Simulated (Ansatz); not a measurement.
Cubic perovskite KMgF3 was calculated with BLYP in Ansatz (PAW).

Numerical settings: plane-wave cutoff 520 eV, 8×8×8 k mesh, Fermi–Dirac smearing 0.01 eV, scalar-relativistic PAW data made under PBE.

Pressure at four volumes; x = ln(V/13.539 Å³). One pressure is withheld.

```json
[
 {"V (Å³/atom)": "12.727", "x": "-0.0618", "P (GPa)": "?"},
 {"V (Å³/atom)": "12.998", "x": "-0.0408", "P (GPa)": "2.88"},
 {"V (Å³/atom)": "13.539", "x": "0.0000", "P (GPa)": "-0.01"},
 {"V (Å³/atom)": "14.352", "x": "0.0583", "P (GPa)": "-3.32"}
]
```

### Question
Pass a parabola P(x) through the three rows shown, estimate the bulk modulus and its pressure derivative near zero pressure, and predict the withheld pressure.

### Answer
Slopes between the rows: (-0.01 − (2.88))/(0.0000 − (-0.0408)) = -70.83 and (-3.32 − (-0.01))/(0.0583 − (0.0000)) = -56.78 GPa. Their difference over the span 0.0991 is c = 14.05/0.0991 = 141.8 GPa, so P(x) = 2.88 + (-70.83)(x − (-0.0408)) + 141.8 (x − (-0.0408))(x − (0.0000)). At the middle row B = −dP/dx = −[-70.83 + 141.8 × 0.0408] = 65.0 GPa, and B′ = dB/dP = 2c/B = 4.4. At x = -0.0618 the parabola gives 4.55 GPa; the run gives 4.58 GPa. The Birch–Murnaghan fit to the energies at all volumes has B0 = 64.7 GPa and B′ = 4.5.

Measured, for comparison: bulk modulus 75.1 GPa (room temperature, no zero-point or thermal correction, our sources range from 71.2 to 75.1; as tabulated in Vaitheeswaran et al. (2007), arXiv:cond-mat/0703621). Computed (rounded) less measured: bulk modulus -14 % (-9 % to -14 % over the range).

Ansatz is a first-principles code.
